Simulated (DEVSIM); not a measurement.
Device: abrupt Ge n-p junction, at 300 K.

| layer (left to right) | material | thickness (μm) | Nd (cm⁻³) | Na (cm⁻³) | τn (s) | τp (s) |
|---|---|---|---|---|---|---|
| 1 | Ge | 0.410 | 4.4e15 | - | 7.3e-6 | 7.3e-6 |
| 2 | Ge | 1.60 | - | 6e16 | 7.3e-6 | 7.3e-6 |

Left contact: ohmic. Right contact: ohmic. Voltage is applied to the left contact. Recombination: SRH at mid-gap, radiative, Auger. Mobility is constant in doping.

Constants are typed, rounded textbook-type inputs, not results; the design itself was drawn at random and stands for no fabricated device. Values at 300 K.

| parameter | Ge |
|---|---|
| gap (eV) | 0.664 |
| affinity (eV) | 4 |
| permittivity | 16 |
| Nc (cm⁻³) | 1.04e19 |
| Nv (cm⁻³) | 6e18 |
| μn (cm²/Vs) | 3900 |
| μp (cm²/Vs) | 1900 |
| B (cm³/s) | 6.4e-14 |
| Cn (cm⁶/s) | 1e-31 |
| Cp (cm⁶/s) | 1e-31 |

Simulated with DEVSIM: 1D drift-diffusion, Boltzmann statistics, complete ionisation; no tunnelling, impact ionisation, image-force lowering or self-heating.

The thickness of layer 1 was swept, all else fixed.

```csv
thickness of layer 1 (μm),dark forward voltage at 100 A/cm² (V),largest field in the device at zero bias (V/cm)
0.082,0.137,32000
0.14,(withheld),(withheld)
0.25,0.184,19000
0.41,0.211,18000
0.7,0.232,18000
1.2,0.248,18000
2,0.263,18000
```

**Question.** Complete the blanks.

**Answer.** 
- 0.14, dark forward voltage at 100 A/cm² (V): 0.154
- 0.14, largest field in the device at zero bias (V/cm): 24000
